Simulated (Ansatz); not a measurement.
Consider Cu in the fcc (Cu type) structure (space group Fm-3m, No. 225; a = 3.564 Å).

Modification: hydrostatic tension (pressure −1 GPa).

Levels (all Ansatz, a first-principles code, PAW): PBEsol (420 eV, no spin-orbit coupling); r2SCAN (500 eV, no spin-orbit coupling).

The geometry is relaxed with PBEsol.

* **PBEsol pressure**: -1.0 GPa

How does going to r2SCAN change the pressure?

The pressure increases by 1.8 GPa to 0.8 GPa.

Single points use the geometry relaxed with PBEsol. Their cutoffs differ, which shifts pressures a little. Load acts through the strain it causes; cell and atoms are relaxed under it. Whether these cells are dynamically stable was not tested. All final runs are without spin polarisation.
